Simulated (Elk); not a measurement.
Elk run on NaCd3 (Fm-3m, 4 atoms in the cell): self-consistent single point.

Method of the run: Elk 10.2.4 with LDA (PW92), spin-orbit coupling in second variation, all-electron FP-LAPW, Elk's shipped species files, APW+lo basis with extra local orbitals.

```xyz
4
Lattice="0.0000 3.5394 3.5394 3.5394 0.0000 3.5394 3.5394 3.5394 0.0000" Properties=species:S:1:pos:R:3 pbc="T T T"
Na     0.0000     0.0000     0.0000
Cd     1.7697     1.7697     1.7697
Cd     5.3091     5.3091     5.3091
Cd     3.5394     3.5394     3.5394
```

Reference input (self-consistent single point, DFT, LDA (PW92), all-electron FP-LAPW, Elk's shipped species files, APW+lo basis with extra local orbitals): xctype = 3; rgkmax = 8; stype = 3; swidth = 0.00367493 Ha; ngridk = 8 8 8; gmaxvr = 16 1/bohr; nxlo = 2; lorbcnd = true; lmaxi = 3. This run's input differs from it in these lines:

```diff
@@ -5,2 +5,5 @@
   3
+
+spinorb
+  .true.
 
@@ -20,2 +23,5 @@
   3
+
+nempty
+  10
```

Output, abridged:

```
│ Self-consistent loop started │
│ Loop number : 1 │
 total energy                :     -16931.7625314
 total moment                :  -0.3760002469E-22  0.4098502432E-20  0.3147772635E-20
│ Loop number : 2 │
 total energy                :     -16932.0785436
 total moment                :  -0.1485213101E-21 -0.7281874029E-20 -0.5764289682E-20
RMS change in Kohn-Sham potential (target) :   0.4330731934E-01 (  0.1000000000E-05)
Absolute change in total energy (target)   :   0.3160122095     (  0.1000000000E-03)
│ Loop number : 3 │
 total energy                :     -16932.8326913
   [... lines left out ...]
 total energy                :     -16934.7450557
 total moment                :  -0.8562588289E-20  0.1120108234E-19  0.2752683906E-20
RMS change in Kohn-Sham potential (target) :   0.8571456616E-07 (  0.1000000000E-05)
Absolute change in total energy (target)   :   0.2039834217E-03 (  0.1000000000E-03)
│ Loop number : 14 │
 total energy                :     -16934.7450598
 total moment                :   0.2399176216E-20  0.1185966934E-19 -0.6864403100E-21
RMS change in Kohn-Sham potential (target) :   0.2138407863E-07 (  0.1000000000E-05)
Absolute change in total energy (target)   :   0.5510638221E-04 (  0.1000000000E-03)
Convergence targets achieved

│ Loop number : 15 │

Energies :
 Fermi                       :     0.171145519456
 xc effective B-field        :    -0.151064282575E-09
 external B-field            :      0.00000000000
 total energy                :     -16934.7450659
 (external B-field energy excluded from total)

Density of states at Fermi energy :    28.94866617
 (states/Hartree/unit cell)

Estimated indirect band gap :   0.7486897157E-02
 from k-point     16 to k-point      6
Estimated direct band gap   :   0.1678237032E-01
 at k-point      8

Charges :
 core                        :    92.00000000
 valence                     :    63.00000000
 interstitial                :    4.983820616
 muffin-tins (core leakage)
  species :    1 (Na)
   atom    1                 :    10.08959387     (   0.000000000    )
  species :    2 (Cd)
   [... lines left out ...]
   atom    2                 :   0.1250521617E-20  0.2645491513E-20  0.1555473903E-20
   atom    3                 :  -0.3161962371E-23  0.1093425287E-22 -0.1500909292E-22
 total in muffin-tins        :   0.2497132109E-20  0.5302915696E-20  0.3096556062E-20
 total moment                :   0.2493625205E-20  0.5310912394E-20  0.3081914227E-20

│ Self-consistent loop stopped │
```

The run converged in 15 iterations. The count includes the last loop, which Elk runs after its targets are met. 

The starting cell comes from a database of computed structures (which also holds hypothetical and non-ambient phases and stackings), without a prior relaxation at this level. Values depend on the basis (sphere radii, cutoffs, local orbitals), which need not be converged. The log's line on a gap gives a spacing of levels on this mesh, which the program prints for metals too.

Cost on one core of a shared machine: roughly 2 min.
